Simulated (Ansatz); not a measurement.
Ansatz (a quantum-chemistry and plane-wave program), DFT, PBE0, plane waves, its default PAW files: fluorite CaF2, atoms displaced (Ca32F64), 96 atoms. Basis and mesh were picked for this test and aren't claimed converged.

Ansatz 0.2 input:
```yaml
crystal:
  lattice:
    - [10.926, 0.0, 0.0]
    - [0.0, 10.926, 0.0]
    - [0.0, 0.0, 10.926]
  atoms:
    - { symbol: Ca, position: [0.000563, 0.003804, 0.000814] }
    - { symbol: Ca, position: [0.001538, 0.253175, 0.251163] }
    - { symbol: Ca, position: [0.248467, 0.99859, 0.250287] }
    - { symbol: Ca, position: [0.251761, 0.251821, 0.000819] }
    - { symbol: Ca, position: [0.997459, 0.998958, 0.498803] }
    - { symbol: Ca, position: [0.999775, 0.254528, 0.753762] }
    - { symbol: Ca, position: [0.250394, 0.998832, 0.749419] }
... (86 lines of coordinates left out) ...
    - { symbol: F, position: [0.627562, 0.875501, 0.627796] }
    - { symbol: F, position: [0.876205, 0.873654, 0.626896] }
    - { symbol: F, position: [0.625743, 0.628712, 0.877244] }
kpoints:
  mp_grid: { grid: [1, 1, 1] }
hamiltonian:
  xc: pbe0
  pseudopotentials: { kind: paw }
scf:
  occupations: { method: fixed }
output:
  forces: true
```

The program reports k-points after symmetry: 1, bands at the start: 480, electrons: 768, plane waves at Γ: 25533, cutoff (eV): 420, FFT grid: 75×75×75, symmetry operations: 1.

It runs on a single node (Intel Xeon 6 (Granite Rapids), 96 cores on 1 socket, 2 hardware threads a core, 3 L3 cache groups, 3 NUMA nodes).

Times are wall-clock medians of two to five runs, from launch to exit, with nothing else on the machine. Processes are pinned to neighbouring cores unless said otherwise. Build: release build for x86-64 with AVX-512, one process with threads. Other compilers and libraries give other times. Scratch files lie in a memory file system.

Started as
```bash
OMP_NUM_THREADS=88 ANSATZ_TIMINGS=1 ansatz run --backend cpu --threads 88 --max-ram 200GiB --events-out run.ndjson --runs-dir run.runs --progress --plain run.yaml
```
(88 threads, scf.exx.build = auto (default)) it takes 21 s and 15 SCF iterations (all cycles of the run, searches included).

Problem. Predict the time once the run is changed to scf.exx.build = pair_densities.

Solution. About 29 s (2 runs within 1 %): 1.4× as long. Change in the result: energy 0.0010 meV/atom, forces (largest component) 0.043 meV/Å.
